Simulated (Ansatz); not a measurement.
Zr7N4O8 (P1, No. 1, 19 atoms in the cell; start mp-561974) was calculated with PBEsol+SOC (plane waves, PAW; Ansatz, a program for electronic structure).

Run with plane-wave cutoff 520 eV, 6×6×6 k mesh, Fermi–Dirac smearing 0.01 eV, PAW data made under PBE.

Cell (relaxed with PBEsol):

```
Zr7N4O8
1.0
    6.17295     0.00252    -0.00415
   -0.99189     6.10954    -0.00392
   -1.01299    -1.23941     6.06567
Zr N O
7 4 8
Direct
  0.39800   0.70147   0.87051
  0.99616   0.00902   0.01287
  0.13512   0.60002   0.31924
  0.31068   0.12761   0.59471
  0.70503   0.86758   0.38282
  0.85604   0.38157   0.70283
  0.61627   0.29309   0.14303
  0.57986   0.17803   0.43573
  0.67177   0.93179   0.06327
  0.07396   0.92264   0.32468
  0.93831   0.33926   0.06881
  0.81727   0.56748   0.43108
  0.57141   0.43608   0.82493
  0.17292   0.41378   0.57577
  0.91419   0.05892   0.68090
  0.42480   0.58161   0.18132
  0.42765   0.80735   0.57984
  0.32383   0.09127   0.92368
  0.06656   0.69115   0.88406
```

**Question.** Give the computed band gap and smallest direct gap on the k points sampled.

**Answer.** 
- band gap = 2.83 eV (indirect)
- smallest direct gap on the k points sampled = 2.87 eV

The computed numbers hold no vibrational or temperature effects.

Cost on a shared machine: very roughly 26 core-minutes.

A start named mp-… is a Materials Project structure, which need not be a measured phase.
